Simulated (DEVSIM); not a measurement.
System: Au/SiO2/p-InP capacitor, at 300 K.

```tsv
layer (left to right)	material	thickness (nm)	Na (cm⁻³)
1	SiO2	9.10	-
2	InP	6800	8.5e15
```

Metal gate on the left, work function 5.1 eV. Fixed charge at the semiconductor interface 6.5e11 cm⁻² (in units of +e); no interface traps.

This is a model device: material constants are rounded textbook-type values typed into the input, and sizes, dopings and lifetimes were drawn at random. Values at 300 K.

```
parameter      SiO2     InP
-------------  ----  ------
gap (eV)          9   1.344
affinity (eV)   0.9    4.38
permittivity    3.9    12.5
Nc (cm⁻³)         -  5.7e17
Nv (cm⁻³)         -  1.1e19
```

DEVSIM, 1D Poisson equation in equilibrium, Boltzmann statistics, complete ionisation; no quantum confinement or tunnelling. Metal contacts follow the ideal Schottky-Mott rule: no Fermi-level pinning, no interface dipoles.

The fixed charge was swept, all else fixed.

```csv
fixed charge (cm^-2),threshold voltage (band bending 2φF) (V),flat-band voltage (V)
-4.3e11,0.94,-0.26
1.1e11,0.71,-0.49
6.5e11,0.48,-0.71
1.19e12,0.25,-0.94
1.73e12,0.03,-1.17
```

From the first row to the last the threshold voltage (band bending 2φF) goes from 0.94 to 0.03. From the first row to the last the flat-band voltage goes from -0.26 to -1.17.
